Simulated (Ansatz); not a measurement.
System: Sc2Al (P6₃/mmc, No. 194; cell taken from a computed entry). Method: LDA (plane waves, PAW; Ansatz, a program for electronic structure).

Numerical settings: plane-wave cutoff 500 eV, 18×18×10 k mesh (along the axes of the cell as run), Fermi–Dirac smearing 0.1 eV, scalar-relativistic PAW data made under PBE.

Computed at the level's own relaxed cell.

Q: Give the computed volume per atom, equilibrium lattice constant a and lattice parameter c.

A: 
volume per atom: 19.94 Å³/atom
equilibrium lattice constant a: 4.794 Å
lattice parameter c: 6.011 Å

The run finds no gap.

Note: the relaxation could not lower the start's symmetry, so the cell can be a saddle point above a distorted one.

The computed numbers hold no vibrational or temperature effects.
